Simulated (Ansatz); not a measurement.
The starting structures come from a database of crystals and need not be the phases stable at ambient conditions.

 Where the default PAW files enter, the runs use the earlier of Ansatz's two default sets.

Here is the system:

```
CELL_PARAMETERS angstrom
      4.07346     0.00000     0.00000
     -2.03673     3.52772     0.00000
      0.00000     0.00000     6.58611
ATOMIC_POSITIONS crystal
  Ga 0.33333 0.66667 0.99998
  Ga 0.66667 0.33333 0.49998
  As 0.33333 0.66667 0.37402
  As 0.66667 0.33333 0.87402
```

Space group of this cell: P6_3mc, wurtzite. The cell is strained (lengths across the current scaled by 1.02, ions clamped); by r2SCAN its mean pressure is -2.6 GPa.

Transport runs along the normal of the first two printed cell vectors, the (001) (indices of the unstrained crystal) plane of the conventional cell.

The gap is the functional's own, uncorrected, and κ follows it; spin-orbit coupling is left out. Mid-gap values are interpolated between the computed energies.

Compute, with Ansatz (a first-principles code) with r2SCAN, the band gap and the smallest decay constant κ at mid-gap.

Gap 0.69 eV on a 12×12×6 mesh; κ = 0.045 1/Å, at the zone centre.
